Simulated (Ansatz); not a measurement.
# Defect calculation: In on the Al site (In_Al) in zinc-blende AlP

All values below come from PBE, PAW (plane waves to 420 eV; Ansatz, a quantum-chemistry and plane-wave program). A 2×2×2 supercell of 64 sites was used; the energies come from a 2×2×2 shifted sampling of its zone. Site at the start: the Al site. Finite-size correction: monopole term and site-potential alignment. Dielectric constants: PBE linear response of the host. Host gap at this level: 1.63 eV. These values are not converged in cell size to better than tenths of an eV. The semilocal functional narrows the gap, so deep levels can fall outside it. Spin–orbit coupling is left out, which matters for these heavy elements. Each state is the lowest found from its start.

Formation energies E_f are given with the Fermi level at the valence-band maximum. Chemical conditions: P-rich (Δμ(Al) = -1.26 eV, Δμ(In) = -0.49 eV, bounded by zinc-blende InP; only phases computed here count, gases as isolated molecules at 0 K). Reference phases: Al: fcc Al, In: tetragonal indium.

| charge | moment (μB) | largest move off a lattice site (Å) | image correction with alignment (eV) | E_f, P-rich (eV) |
|---|---|---|---|---|
| +1* | fractional | 0.15 | – | – |
| 0 | not spin-polarised | 0.15 | 0.00 | 0.13 |
| −1* | 1.0 | 0.15 | – | – |

* At this level the carrier isn't localised at the defect: at charge +1 holes occupy the valence band; at charge −1 electrons occupy the conduction band. Such a state is shallow or no state of the defect, and this cell gives it no level.

Starting moments that weren't kept: charge +1 began with 1 μB and ended with 0.3.
